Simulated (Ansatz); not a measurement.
The starting structures come from a database of crystals and need not be the phases stable at ambient conditions.

By PBEsol, the system below comes out a metal.

A figure of merit of an interconnect metal is its ballistic conductance per area.

Consider the following.

```yaml
crystal:
  lattice:
    - [4.16957, 0.00000, 0.00000]
    - [0.00000, 4.16957, 0.00000]
    - [0.00000, 0.00000, 4.08781]
  atoms:
    - { symbol: Sc, position: [0.00000, 0.00000, 0.00000] }
    - { symbol: Al, position: [0.50000, 0.00000, 0.50000] }
    - { symbol: Al, position: [0.00000, 0.50000, 0.50000] }
    - { symbol: Al, position: [0.50000, 0.50000, 0.00000] }
```

The cell is strained (lengths across the current scaled by 1.02, ions clamped); by PBEsol it stands under a pressure of -4.2 GPa.

The current flows along the normal of the first two printed cell vectors, the (001) (indices of the unstrained crystal) plane of the conventional cell. No spin-orbit coupling; the value is a mean over 0.1 eV about the Fermi level.

Problem. Predict the ballistic conductance per area from PBEsol run with Ansatz (a quantum-chemistry and plane-wave program).

Solution. 0.60 × 10¹⁵ S/m² for both spins.
